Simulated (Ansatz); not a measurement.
The starting structures come from a database of crystals and need not be the phases stable at ambient conditions.

```
CELL_PARAMETERS angstrom
      5.57766     0.00000     0.00000
      0.00000     7.20487     0.00000
      2.37463     0.00000     5.04692
ATOMIC_POSITIONS crystal
  Na 0.82139 0.75000 0.82139
  Na 0.17861 0.25000 0.17861
  Ca 0.50000 0.50000 0.50000
  Ca 0.50000 0.00000 0.50000
  V  0.14800 0.75000 0.14800
  V  0.85200 0.25000 0.85200
  O  0.74516 0.05659 0.74516
  O  0.25484 0.94341 0.25484
  O  0.25484 0.55659 0.25484
  O  0.74516 0.44341 0.74516
  O  0.79691 0.75000 0.27767
  O  0.20309 0.25000 0.72233
  O  0.72233 0.25000 0.20309
  O  0.27767 0.75000 0.79691
```

Space group of this cell: Cmcm. The cell is taken as given; by r2SCAN its mean pressure is -6.1 GPa.

Transport runs along the normal of the first two printed cell vectors.

The gap is the functional's own, uncorrected, and κ follows it; spin-orbit coupling is left out. Mid-gap values are interpolated between the computed energies.

Estimate the band gap and the smallest decay constant κ at mid-gap that r2SCAN (Ansatz, a quantum-chemistry and plane-wave program) returns for this system.

Gap 3.82 eV on a 6×4×6 mesh; κ = 0.489 1/Å, at the zone centre.
